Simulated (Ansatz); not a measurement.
Consider interstitial H in diamond with all lengths changed by -1 %, charge state +1. Method: PBE, PAW (plane waves to 420 eV; Ansatz, a first-principles code).

64-site cell at the strained lattice (strain from the relaxed PBE one, atoms relaxed), a 2×2×2 k-point mesh shifted by half a step, smearing 0.01 eV, spin-restricted, no finite-size correction. No zero-point or tunnelling terms. The host's phase is taken as given; its stability against other phases was not computed. The charge state is imposed; whether it is stable for some Fermi level was not computed. Sites that were not tried may lie lower.

Barriers: single points on a 3×3×3 k-point mesh shifted by half a step at the bands' geometries.

The step: H moves alone to another site (a rearrangement that moves the defect's centre by under 1 Å); the atom moves 0.88 Å along (-0.25, 0.01, 0.00) of the unit cell; the moving atom starts with neighbours 2 C at 1.16, C at 1.65, C at 1.66, 2 C at 2.01, C at 2.06, C at 2.07 Å and ends with 2 C at 1.16, C at 1.65, C at 1.66, 2 C at 2.01, C at 2.06, C at 2.07 Å.

### Question
What is the computed migration barrier of this step (PBE, PAW)?

### Answer
0.056 eV, the same both ways. At the saddle the moving atom has neighbours C at 1.16, C at 1.34, C at 1.36, C at 1.82, C at 1.84, C at 1.94, C at 2.04, C at 2.05, C at 2.14 Å. The saddle point's order was not checked, and it lies on a symmetry element of the cell, where a band can be held.
